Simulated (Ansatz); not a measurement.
## SiO2: strain along the normal

SiO2 (rutile, P4_2/mnm, 7.854 Å³/atom and stress up to 0.01 GPa in the relaxed cell, c along z) under an equal strain ε in the (001) plane with the normal axis free, as in a coherent film. PBEsol in Ansatz, a plane-wave DFT program (PAW, default set), 420 eV, 8×8×12 Γ-centred mesh, Fermi-Dirac smearing 0.05 eV; ions are relaxed, or left where forces stay under 0.02 eV/Å, within the symmetry of each cell.

Here s stands for strain and y for normal strain.

```csv
strain (%),normal strain (%)
-3.00,?
-1.20,0.65
-0.60,0.32
0.00,0.00
0.60,-0.31
1.20,-0.60
```

The 5 complete rows are fitted with a straight line, y against s. Means: s 0, y 0.012. About the means, the sum of products is -1.8780 and the sum of squares of s is 3.6000; the slope is their ratio. Least squares gives y = 0.012 - 0.5217·s. Residuals (row less fit): 0.012, -0.005, -0.012, -0.009, 0.014; standard error 0.014 (degrees of freedom: 3). The slope, -0.522 ± 0.007, is the elastic response of the normal axis, −2C13/C33.

Q: What does the fit predict for y at s = -3.00, and how far is the calculated value from it?

A: y = 0.012 - 0.5217 × (-3.0) = 1.577%. The calculation gives 1.74%, 0.163% above the prediction (7.0 % of the range of y in the table). The row lies outside the fitted rows, so this is an extrapolation. From the scatter of the fitted rows alone, a prediction at this place has a standard error of 0.027%, so the miss is 6.0 times that.

A polynomial of degree 2 through the 10 other runs of the series gives 1.73 there, so most of the miss is curvature that the fit leaves out. SiO2 is here stishovite, a high-pressure form. Rows are the converged runs of the series near zero and its far end; series whose fitted rows scatter by over a few per cent of the range, as at a crossing or softening among them, aren't shown in this form, nor equations of state whose B0' disagrees with the runs' pressures. Most that stay on the fit to the last digits aren't either.
